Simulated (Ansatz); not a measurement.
**ZrSe2: response to strain**

Take ZrSe2 in the CdI2 type structure (space group P-3m1, No. 164; a = 3.735 Å, c = 6.032 Å; layered, stacked along the Cartesian z axis) as the base. Axes: x lies along a and z along c of the hexagonal cell.

Strains are applied to the cell and any free atomic positions relax; under biaxial strain the out-of-plane vector relaxes too.

Level of theory: PBE-D3(BJ), PAW, 420 eV (Ansatz, a quantum-chemistry and plane-wave program; spin-orbit coupling left out).

Only one of these has a band gap. Which?
A. biaxial strain +3.00 %, plane normal [001], relaxed out of plane
B. biaxial strain −0.50 %, plane normal [001], relaxed out of plane
C. biaxial strain −3.00 %, plane normal [001], relaxed out of plane

A, biaxial strain +3.00 %, plane normal [001], relaxed out of plane. Computed: biaxial strain +3.00 %, plane normal [001], relaxed out of plane: 0.15 eV; biaxial strain −3.00 %, plane normal [001], relaxed out of plane: zero; biaxial strain −0.50 %, plane normal [001], relaxed out of plane: zero

Whether these cells are dynamically stable was not tested. The final runs are not spin-polarised. Gaps under 0.05 eV, about the width of the smearing, are given as zero. The zero or small gap of ZrSe2 can change with the level of theory.
